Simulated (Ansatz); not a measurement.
End structure of a constructed model of the (110) surface of bcc Nb, a pseudomorphic layer of Ru in the host's stacking (bottom of the slab: a bare face, its two planes held):

```yaml
crystal:
  lattice:
    - [2.86732, 0.00000, 0.00000]
    - [-0.95577, 2.70334, 0.00000]
    - [0.00000, 0.00000, 30.50000]
  atoms:
    - { symbol: Nb, position: [0.50000, 0.50000, 0.26283] }
    - { symbol: Nb, position: [0.00000, 0.00000, 0.33958] }
    - { symbol: Nb, position: [0.50000, 0.50000, 0.41640] }
    - { symbol: Nb, position: [0.00000, 0.00000, 0.49316] }
    - { symbol: Nb, position: [0.50000, 0.50000, 0.56966] }
    - { symbol: Nb, position: [0.00000, 0.00000, 0.64767] }
    - { symbol: Ru, position: [0.50000, 0.50000, 0.71104] }
```

Slab: 7 atoms, 14.5 Å thick at the start; k 14x14x1, smearing 0.1 eV, dipole-corrected; 2 atoms held, the rest relaxed; held to the start's symmetry, so lower structures may exist; no spin, no spin-orbit, no U. It is one candidate, not shown to be the stable structure of the face.

Q: Estimate the work function of the top face that PBE (Ansatz, a program for electronic structure) returns for this input.

A: 4.39 eV
